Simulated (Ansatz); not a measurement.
Input and output of a zone-centre phonon calculation for ZrHg3 (Pm-3m, 4 atoms in the cell) (Ansatz, a first-principles code).

Method: LDA (PW92), PAW files made with PBE (plane waves; Ansatz).

```
ZrHg3
1.0
    4.41774     0.00000     0.00000
    0.00000     4.41774     0.00000
    0.00000     0.00000     4.41774
Zr Hg
1 3
Direct
  0.00000   0.00000   0.00000
  0.50000   0.50000   0.00000
  0.00000   0.50000   0.50000
  0.50000   0.00000   0.50000
```

Reference input (self-consistent single point, DFT, LDA (PW92), plane waves, PAW files made with PBE): kpoints.mp_grid.grid = 8 8 8; hamiltonian.xc = lda; hamiltonian.pseudopotentials = {kind: paw} (the program's default PAW files); scf.occupations.method = gaussian; scf.occupations.width = 0.1 eV. This run's input differs from it in these lines:

```diff
@@ -18,6 +18,4 @@
   occupations: { method: gaussian, width: 0.1 }
-output:
-  forces: true
-  eigenvalues: true
-  stress: true
+phonons:
+  method: dfpt
```

Output (repeated stretches shortened):

```
SCF iter   1: F=—  HF=-44654.437702 eV  |F-HF|=—  |Δ(HF+E_count)|=         —  Δρ=9.48e-2  dr2=1.97e1  ethr=3.10e-3  ⟨swp⟩=5.8  Hψ=18038  notcnv=0  defer=7
all-band conjugate gradients solve this SCF's bands
preconditioner: auto → Kerker (q_TF=auto, 2.648 Å⁻¹)
SCF iter   2: F=—  HF=-44651.054973 eV  |F-HF|=—  |Δ(HF+E_count)|=    3.38e0  Δρ=3.07e-2  dr2=2.30e0  ethr=3.10e-3  ⟨swp⟩=3.0  Hψ=10775  notcnv=0  defer=274
   [... lines left out ...]
SCF iter   9: F=—  HF=-44650.447783 eV  |F-HF|=—  |Δ(HF+E_count)|=   5.09e-9  Δρ=3.78e-6  dr2=1.14e-8  ethr=1.65e-10  ⟨swp⟩=2.0  Hψ=8347  notcnv=0  defer=268
SCF iter  10: F=—  HF=-44650.447783 eV  |F-HF|=—  |Δ(HF+E_count)|=   1.99e-9  Δρ=8.81e-7  dr2=7.43e-10  ethr=1.58e-11  ⟨swp⟩=2.3  Hψ=8740  notcnv=0  defer=268
SCF iter  11: F=—  HF=-44650.447783 eV  |F-HF|=—  |Δ(HF+E_count)|=  8.73e-11  Δρ=1.94e-7  dr2=2.91e-11  ethr=1.03e-12  ⟨swp⟩=1.8  Hψ=5986  notcnv=0  defer=268
SCF iter  12: F=-44650.447783 eV  HF=-44650.447783 eV  |F-HF|=1.46e-11  |Δ(HF+E_count)|=  1.46e-11  Δρ=2.29e-8  dr2=3.24e-13  ethr=1.00e-12  ⟨swp⟩=11.5  Hψ=24791  notcnv=0
SCF 1 converged in 12 iterations: F = -44650.447783 eV  dr2 = 3.24e-13
DFPT response loops at Γ: preconditioner auto → Kerker (q_TF=auto, 2.648 Å⁻¹) (partly filled bands, converged f_vac=0.000) …
Free energy (F): -44650.447783 eV
Internal energy: -44650.425539 eV  (E = F + TS)
E sigma→0 (E₀):  -44650.436661 eV
Entropy (-TS):   -0.022244 eV (-5.561 meV/atom)
Fermi energy:    16.040814 eV
--- Phonons (Γ-DFPT): 3 representative perturbations + reference, on 125 of 512 k-points (Σ response iterations 9) ---
  k mesh reduced under 8 symmetry operations, with k and −k counted as one. Each operation leaves every solved displacement unchanged or reverses it
  ASR residual: 6.031e-5 → 0.000e0 eV/Å²; symmetrization residual: 1.363e-5 eV/Å²
  ASR residual per site (eV/Å²): 5.04e-5 6.03e-5 6.03e-5 6.03e-5
  Γ frequencies (cm⁻¹): 0.00 0.00 0.00 44.65 44.65 44.65 68.68 68.68 68.68 106.79 106.79 106.79
  non-analytic LO–TO correction: not included (Born effective charges unavailable; polar crystals: no LO–TO splitting at Γ)
```

The run converged in 12 iterations. 

Summary of the result:
* **Free energy E − TS (on the zero of these files)**: -44650.4478 eV
* **Fermi level (on the code's own zero)**: 16.04 eV
* **Zone-centre frequencies (cm⁻¹; negative means imaginary)**: 0, 0, 0, 45, 45, 45, 69, 69, 69, 107, 107, 107

The starting cell comes from a database of computed structures (which also holds hypothetical and non-ambient phases and stackings), without a prior relaxation at this level.

Cost on one core of a shared machine: roughly 90 s.

Keys are those of Ansatz 0.2.
